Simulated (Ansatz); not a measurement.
Base system: NbAs in the CsCl type structure (space group Pm-3m, No. 221; a = 3.181 Å; a hypothetical phase, not in the database extracts checked; relaxed with 0.1 eV smearing). Axes: x, y, z lie along the cube axes.

Computed with Kohn–Sham DFT with the PBEsol functional, run in Ansatz (an electronic-structure program) with PAW and 420 eV plane waves, no spin-orbit coupling.

Before the change:

| Item | Value |
|---|---|
| Volume per atom | 16.09 Å³ |

It is then changed as follows: biaxial strain +2.08 %, plane normal [111], relaxed out of plane (Cartesian); in-plane vectors clamped, the third vector and the atoms free.

**Question.** What happens to the energy relative to the base and volume per atom?

**Answer.** The energy rises by 16 meV/atom; the volume per atom grows by 0.49 Å³ to 16.58 Å³.

Stability against distortions was not tested. The final runs are not spin-polarised.
